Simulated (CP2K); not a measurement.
# Input and output of a self-consistent single point for Br (Cmce, 4 atoms in the cell) (CP2K)

Level of theory: CP2K with PBE, GPW, DZVP-MOLOPT-SR-GTH basis, GTH-PBE potentials (GTH_POTENTIALS).

The input file:

```
&GLOBAL
  PROJECT scf
  RUN_TYPE ENERGY_FORCE
  PRINT_LEVEL LOW
&END GLOBAL
&FORCE_EVAL
  METHOD Quickstep
  STRESS_TENSOR ANALYTICAL
  &DFT
    BASIS_SET_FILE_NAME BASIS_MOLOPT
    POTENTIAL_FILE_NAME GTH_POTENTIALS
    &QS
      METHOD GPW
      EPS_DEFAULT 1E-11
    &END QS
    &MGRID
      CUTOFF 400
      REL_CUTOFF 40
      NGRIDS 4
    &END MGRID
    &SCF
      SCF_GUESS ATOMIC
      EPS_SCF 1E-6
      MAX_SCF 100
      ADDED_MOS 6
      &DIAGONALIZATION
        ALGORITHM STANDARD
      &END DIAGONALIZATION
      &MIXING
        METHOD BROYDEN_MIXING
        ALPHA 0.4
        NBUFFER 8
        BETA 1
      &END MIXING
      &SMEAR ON
        METHOD GAUSSIAN
        SIGMA [eV] 0.02
      &END SMEAR
    &END SCF
    &KPOINTS
      SCHEME MONKHORST-PACK 7 7 3
    &END KPOINTS
    &XC
      &XC_FUNCTIONAL PBE
      &END XC_FUNCTIONAL
    &END XC
    &PRINT
      &MO
        EIGENVALUES T
        OCCUPATION_NUMBERS T
        NDIGITS 8
        FILENAME mo
        &EACH
          QS_SCF 0
        &END EACH
        ADD_LAST NUMERIC
      &END MO
      &MULLIKEN OFF
      &END MULLIKEN
    &END PRINT
  &END DFT
  &SUBSYS
    &CELL
      A 4.08011200 0.00000000 0.00000000
      B -1.54323600 3.77700100 0.00000000
      C 0.00000000 0.00000000 8.85603200
      PERIODIC XYZ
    &END CELL
    &COORD
      SCALED
      Br       0.86100000     0.86100000     0.88900000
      Br       0.63900000     0.63900000     0.38900000
      Br       0.36100000     0.36100000     0.61100000
      Br       0.13900000     0.13900000     0.11100000
    &END COORD
    &KIND Br
      BASIS_SET DZVP-MOLOPT-SR-GTH-q7
      POTENTIAL GTH-PBE-q7
    &END KIND
  &END SUBSYS
  &PRINT
    &FORCES ON
    &END FORCES
    &STRESS_TENSOR ON
    &END STRESS_TENSOR
  &END PRINT
&END FORCE_EVAL
```

Output (repeated stretches shortened):

```
 GLOBAL| Method name                                                        CP2K
 GLOBAL| Project name                                                        scf
 GLOBAL| Run type                                                   ENERGY_FORCE

 TOTAL NUMBERS AND MAXIMUM NUMBERS

  Total number of            - Atomic kinds:                                   1
                             - Atoms:                                          4
                             - Shell sets:                                     4
                             - Shells:                                        20
                             - Primitive Cartesian functions:                 16
                             - Cartesian basis functions:                     56
                             - Spherical basis functions:                     52

  Maximum angular momentum of the orbital basis functions:                     2

 SCF PARAMETERS         Density guess:                                    ATOMIC
                        max_scf:                                             100
                        max_diis:                                              4
                        eps_scf:                                        1.00E-06
                        eps_diis:                                       1.00E-01
                        eps_eigval:                                     1.00E-05
                        level_shift [a.u.]:                             0.000000
                        added MOs                                         6    0
                        Mixing method:                            BROYDEN_MIXING
                                                charge density mixing in g-space
                        Smear method:                                   GAUSSIAN
                        Smearing width (sigma) [a.u.]:                  7.35E-04
                        Accuracy threshold:                             1.00E-10
                        No outer SCF

 Extrapolation method: initial_guess

 Number of electrons:                                                         28
 Number of occupied orbitals:                                                 14
 Number of molecular orbitals:                                                20

 Number of orbital functions:                                                 52
 Number of independent orbital functions:                                     52

 SCF WAVEFUNCTION OPTIMIZATION

  Step     Update method      Time    Convergence         Total energy    Change
     1 NoMix/Diag. 0.40E+00      -     0.62534601       -53.8001498718 -5.38E+01
     2 Broy./Diag. 0.40E+00      -     0.00817251       -53.7080992937  9.21E-02
     3 Broy./Diag. 0.40E+00      -     0.01666536       -53.6991179188  8.98E-03
     4 Broy./Diag. 0.40E+00      -     0.00198615       -53.6720461068  2.71E-02
     5 Broy./Diag. 0.40E+00      -     0.00187263       -53.6568659481  1.52E-02
     6 Broy./Diag. 0.40E+00      -     0.00042242       -53.6462614805  1.06E-02
     7 Broy./Diag. 0.40E+00      -     0.00010400       -53.6426698887  3.59E-03
     8 Broy./Diag. 0.40E+00      -     0.00010229       -53.6424026161  2.67E-04
     9 Broy./Diag. 0.40E+00      -     0.00000698       -53.6426969016 -2.94E-04
    10 Broy./Diag. 0.40E+00      -     0.00000669       -53.6425613701  1.36E-04
    11 Broy./Diag. 0.40E+00      -     0.00000309       -53.6425658366 -4.47E-06
    12 Broy./Diag. 0.40E+00      -     0.00000168       -53.6426105663 -4.47E-05
    13 Broy./Diag. 0.40E+00      -     0.00000025       -53.6426253630 -1.48E-05

  *** SCF run converged in    13 steps ***

  Electronic density on regular grids:        -28.0000000000        0.0000000000
  Core density on regular grids:               27.9999999996       -0.0000000004
  Total charge density on r-space grids:       -0.0000000004
  Total charge density g-space grids:          -0.0000000004

  Overlap energy of the core charge distribution:               0.00000000924290
  Self energy of the core charge distribution:               -110.58115837536025
  Core Hamiltonian energy:                                     24.73788347022080
  Hartree energy:                                              42.57028721841444
  Exchange-correlation energy:                                -10.36963768550716
  Smearing free energy correction:                              0.00000000000000
  Fermi energy:                                                 0.04393017223916

  Total energy:                                               -53.64262536298926
  Total energy (extrapolated to sigma->0):                    -53.64262536298926

 ENERGY| Total FORCE_EVAL ( QS ) energy [hartree]            -53.642622831743836

 FORCES| Atomic forces [hartree/bohr]
 FORCES|   Atom     x               y               z               |f|
 FORCES|      1 -4.04201006E-03 -6.01790393E-03 -1.43087074E-02   1.60403279E-02
 FORCES|      2  4.04199321E-03  6.01787879E-03 -1.43087067E-02   1.60403136E-02
 FORCES|      3 -4.04199323E-03 -6.01787880E-03  1.43087071E-02   1.60403140E-02
 FORCES|      4  4.04201007E-03  6.01790394E-03  1.43087069E-02   1.60403275E-02
 FORCES| Sum    -4.27435864E-15 -1.60704783E-14 -2.95430347E-13
 FORCES| Total atomic force                                       2.95897990E-13

 STRESS| Analytical stress tensor [bar]
 STRESS|                        x                   y                   z
 STRESS|      x        1.14153932291E+04   3.46322008063E+02  -6.27431628847E-04
 STRESS|      y        3.46322008063E+02   1.16983990629E+04  -8.94997037244E-04
 STRESS|      z       -6.27431628847E-04  -8.94997037244E-04   2.59312963035E+04
 STRESS| 1/3 Trace                                             1.63483628652E+04
```

The run converged in 13 iterations.

The starting cell has typed, rounded lattice constants, without a prior relaxation at this level. Its lattice was rescaled by a random factor within 2.5 % of one. Values carry the incompleteness of an atom-centred basis.
